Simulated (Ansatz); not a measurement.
Rh, response to strain and stress

The reference is Rh in the fcc (Cu type) structure (space group Fm-3m, No. 225; relaxed with 0.1 eV smearing).

```
CELL_PARAMETERS angstrom
      0.00000     1.90082     1.90082
      1.90082     0.00000     1.90082
      1.90082     1.90082     0.00000
ATOMIC_POSITIONS crystal
  Rh 0.00000 0.00000 0.00000
```

Cartesian axes are those of the cell as printed.

Strains are applied to the cell and any free atomic positions relax; under biaxial strain the out-of-plane vector relaxes too; under stress the whole cell relaxes.

Level of theory: r2SCAN in Ansatz (plane waves to 500 eV, PAW, without spin-orbit coupling), earlier PAW set.

Candidates:
(a) uniaxial stress, 8 GPa compression along z
(b) biaxial strain −0.38 %, plane normal [111], relaxed out of plane
(c) uniaxial stress, 0.5 GPa compression along z
(d) uniaxial strain ε_zz = −2.57 %

Notes on the quantities. energy relative to the base: free energy F.

Problem. Order them by energy relative to the base, highest first.

Solution. (d) uniaxial strain ε_zz = −2.57 % (+13 meV/atom), (a) uniaxial stress, 8 GPa compression along z (+8.5 meV/atom), (b) biaxial strain −0.38 %, plane normal [111], relaxed out of plane (+0.8 meV/atom), (c) uniaxial stress, 0.5 GPa compression along z (0.0 meV/atom)

Stability under load was not tested beyond the relaxation. All final runs are without spin polarisation.

Ansatz is an electronic-structure program.
